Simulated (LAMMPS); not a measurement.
An MD run on CdTe (zinc blende), 216 atoms, at 200 K and 0 GPa, heated as the crystal.

All values are model results, not measurements: classical MD, pair style bop, file CdZnTe_v2.bop.table; code LAMMPS.

```csv
frequency (THz),"spectral density (1/THz), total","spectral density (1/THz), Cd","spectral density (1/THz), Te"
0.09450,0.0001,0.0000,0.0001
0.2215,0.0002,0.0000,0.0001
0.3475,0.0000,0.0000,0.0000
0.4740,0.0008,0.0004,0.0005
0.6005,0.0079,0.0036,0.0043
0.7265,0.0239,0.0111,0.0129
0.8535,0.0454,0.0210,0.0244
0.9795,0.0659,0.0306,0.0353
1.106,0.0859,0.0399,0.0460
1.232,0.1166,0.0542,0.0624
1.358,0.1683,0.0781,0.0902
1.485,0.2337,0.1083,0.1254
1.611,0.2878,0.1331,0.1547
1.737,0.3077,0.1418,0.1659
1.865,0.2897,0.1327,0.1569
1.990,0.2472,0.1124,0.1348
2.117,0.1956,0.0883,0.1074
2.244,0.1446,0.0647,0.0798
2.369,0.1020,0.0453,0.0567
2.497,0.0765,0.0337,0.0428
2.623,0.0708,0.0310,0.0398
2.749,0.0772,0.0335,0.0437
2.875,0.0874,0.0371,0.0503
3.002,0.1014,0.0414,0.0600
3.128,0.1228,0.0474,0.0754
3.255,0.1456,0.0525,0.0931
3.381,0.1546,0.0513,0.1033
3.508,0.1416,0.0436,0.0980
3.633,0.1177,0.0386,0.0791
3.760,0.1041,0.0474,0.0567
3.886,0.1140,0.0721,0.0419
4.012,0.1451,0.1043,0.0408
4.139,0.1831,0.1310,0.0521
4.265,0.2077,0.1411,0.0666
4.392,0.2012,0.1292,0.0721
4.518,0.1705,0.1042,0.0663
4.645,0.1619,0.0940,0.0679
4.771,0.2359,0.1313,0.1046
4.897,0.4044,0.2213,0.1831
5.024,0.5921,0.3220,0.2701
5.151,0.6804,0.3689,0.3115
5.277,0.6034,0.3264,0.2769
5.403,0.4041,0.2181,0.1860
5.530,0.1928,0.1037,0.0892
5.656,0.0559,0.0298,0.0261
5.783,0.0050,0.0025,0.0024
5.909,0.0003,0.0002,0.0001
6.035,0.0024,0.0013,0.0011
6.162,0.0015,0.0008,0.0007
```

Main features:
- state found: crystal; no diffusion seen in 15 ps
- mean frequency of the velocity spectrum: 3.7 THz
